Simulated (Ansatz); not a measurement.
## ZnS: energy against strain

ZnS (zinc blende, F-43m, 19.213 Å³/atom at rest, cube axes along x, y and z) under a strain ε along a cube axis (axis z), the other axes held. PBEsol in Ansatz, a plane-wave DFT program (PAW, default set), 420 eV, 11×11×11 Γ-centred mesh, Fermi-Dirac smearing 0.05 eV; ions are relaxed within the symmetry of each cell.

Here s stands for strain and y for E less E0.

| strain (%) | E less E0 (meV/atom) |
|---|---|
| -1.50 | 1.44 |
| -1.00 | 0.64 |
| -0.50 | 0.15 |
| 0.00 | 0.00 |
| 0.50 | 0.16 |
| 1.00 | 0.65 |
| 1.50 | 1.45 |
| 3.00 | ? |

Question: Fit y against s with a parabola, and predict the withheld value at s = 3.00.

Answer: Least squares gives y = -0.002 + 0.0043·s + 0.6438·s². Residuals (row less fit): 0.000, 0.002, -0.007, 0.002, -0.001, 0.004, -0.003; standard error 0.005 (degrees of freedom: 4). Twice the quadratic coefficient over the volume, 2 × 0.6438 meV × 10⁴ × 0.1602 / 19.213 Å³, is the elastic constant C11 = 107 ± 0.3 GPa. At the withheld row, y = -0.002 + 0.0043 × 3.0 + 0.6438 × 3.0² = 5.805 meV/atom. The calculation gives 5.67 meV/atom, 0.135 meV/atom below the prediction (2.4 % of the range of y in the table). The row lies outside the fitted rows, so this is an extrapolation. The fitted rows scatter only by rounding.

One order more, fitted to all 13 runs of the series, follows each within 0.01, so the miss is the next term of a smooth law. Rows are the converged runs of the series near zero and its far end; series whose fitted rows scatter by over a few per cent of the range, as at a crossing or softening among them, aren't shown in this form. Most that stay on the fit to the last digits aren't either.
